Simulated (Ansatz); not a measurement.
Os3Ir (model structure, started from the A15 type, Pm-3n, No. 223, 8 atoms in the cell), treated with PBE in Ansatz (plane waves, PAW).

Input:

Ansatz 0.2 input:
```yaml
crystal:
  lattice:
    - [4.8789662077, 0.0, 0.0]
    - [0.0, 4.8789662077, 0.0]
    - [0.0, 0.0, 4.8789662077]
  atoms:
    - { symbol: Os, position: [0.25, 0.0, 0.5] }
    - { symbol: Os, position: [0.75, 0.0, 0.5] }
    - { symbol: Os, position: [0.0, 0.5, 0.25] }
    - { symbol: Os, position: [0.0, 0.5, 0.75] }
    - { symbol: Os, position: [0.5, 0.25, 0.0] }
    - { symbol: Os, position: [0.5, 0.75, 0.0] }
    - { symbol: Ir, position: [0.0, 0.0, 0.0] }
    - { symbol: Ir, position: [0.5, 0.5, 0.5] }
basis:
  ecutwfc: 520
  ecutrho_ratio: 4
  xc_grid: 2
kpoints:
  mp_grid: { grid: [12, 12, 12] }
hamiltonian:
  xc: pbe
  dispersion: none
  pseudopotentials: { kind: paw }
scf:
  occupations: { method: fermi_dirac, width: 0.05 }
output:
  forces: true
  stress: true
  eigenvalues: true
relax:
  f_tol: 0.004
  escape_saddle: false
  max_steps: 80
```

The run printed, among other lines:

```
WARN output.stress: scf.convergence.dr2_threshold = 1e-7 eV (the SCF's general default) is looser than the 8e-10 eV advised for a printed stress (1e-10 eV for …
Relaxation: its limit of steps is 80 (relax.max_steps)
Crystal: 8 atoms, lattice volume = 116.140 Å³
Basis set: ecut = 520 eV, 3119 PW (Γ), exchange–correlation on 80×80×80 points (8 copies of the dense FFT grid, shifted against one another)
Bands: 78, of which v1, the nominal top of the filled ones, is band 65 counted from 1 (64 counted from 0)
Symmetry: 48 space group operations
Space group: Pm-3n (ITA 223), of the structure as read, at distance tolerance 4.9e-5 Å
k-points: 84 of 1728
Functional: x = pbe(κ = 0.804, μ = 0.2195149727645171), c = pbe(β = 0.06672455060314922)
SCF iter   1: F=—  HF=-92173.220449 eV  |F-HF|=—  |Δ(HF+E_count)|=         —  Δρ=8.71e-3  dr2=3.56e-2
SCF iter   2: F=—  HF=-92173.220355 eV  |F-HF|=—  |Δ(HF+E_count)|=   9.37e-5  Δρ=4.12e-3  dr2=8.28e-3
  ...
SCF iter   5: F=—  HF=-92173.220838 eV  |F-HF|=—  |Δ(HF+E_count)|=   9.26e-6  Δρ=2.68e-5  dr2=5.68e-7
SCF iter   6: F=-92173.220838 eV  HF=-92173.220838 eV  |F-HF|=3.32e-9  |Δ(HF+E_count)|=   2.64e-8  Δρ=3.32e-6  dr2=9.83e-9
SCF 1 converged in 6 iterations: F = -92173.220838 eV  dr2 = 9.83e-9
relax step   1: F+E_penalty+E_count = -92173.22083767 eV  Δ(F+E_penalty+E_count) = +0.000e0 eV  max|allowed force component| = 2.183e-17 eV/Å  Δτ_max = 0.0000 Å  (6 SCF iters, accepted)
SCF converged after 6 iterations
Free energy (F): -92173.220838 eV
Internal energy: -92173.157227 eV  (E = F + TS)
E sigma→0 (E₀):  -92173.189032 eV
Fermi energy:    25.218150 eV
--- Forces (eV/Å), atoms counted from 1 ---
  atom   1  Os    -0.00000000    -0.00000000     0.00000000
  atom   2  Os    -0.00000000     0.00000000     0.00000000
  atom   3  Os    -0.00000000    -0.00000000    -0.00000000
  atom   4  Os    -0.00000000    -0.00000000     0.00000000
  atom   5  Os    -0.00000000    -0.00000000     0.00000000
  atom   6  Os     0.00000000     0.00000000     0.00000000
  atom   7  Ir     0.00000000    -0.00000000     0.00000000
  atom   8  Ir     0.00000000    -0.00000000     0.00000000
--- Stress (GPa, compression-positive) ---
        7.366011       0.000000       0.000000
        0.000000       7.366011       0.000000
        0.000000       0.000000       7.366011
  P = ⅓ Tr σ = 7.3660 GPa (73.660 kbar)
```

The cell is one volume of an energy–volume scan, off the minimum.

Note: the run has no spin polarisation, so it can have missed a magnetic state. Note: the relaxation could raise the start's symmetry but not lower it, so the cell can be a saddle point.

Computing time: around 70 core-seconds (rough).

A model structure was made by putting elements into a prototype or built by hand; it is no filed structure, need not be a known phase, and can be a saddle point held by its symmetry.

Ansatz is a first-principles code.
